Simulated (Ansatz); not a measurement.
HgTe: response to strain

The parent structure is HgTe in the zinc blende structure (space group F-43m, No. 216; a = 6.651 Å).

Strains are applied to the cell and any free atomic positions relax.

Computed with PBE in Ansatz (plane waves to 420 eV, PAW, no spin-orbit coupling), earlier PAW set.

Notes on the quantities. energy relative to the base: free energy F.

```json
[
 {"isotropic strain (%)": "-3.71", "energy relative to the base (meV/atom)": "57.0"},
 {"isotropic strain (%)": "-1.2", "energy relative to the base (meV/atom)": "5.4"},
 {"isotropic strain (%)": "0", "energy relative to the base (meV/atom)": "0.0"},
 {"isotropic strain (%)": "0.37", "energy relative to the base (meV/atom)": "?"},
 {"isotropic strain (%)": "1.33", "energy relative to the base (meV/atom)": "5.9"}
]
```

### Question
Fit ΔE = Aε² + Bε³ (ε in %) to the rows shown and predict the withheld row.

### Answer
Least squares on the printed values gives A = 3.55 and B = -0.16 meV/atom (largest residual 0.0 meV/atom); this predicts 0.5 meV/atom, and the run gives 0.5 meV/atom, in agreement.

Whether these cells are dynamically stable was not tested. The final runs are not spin-polarised.

Ansatz is an electronic-structure program.
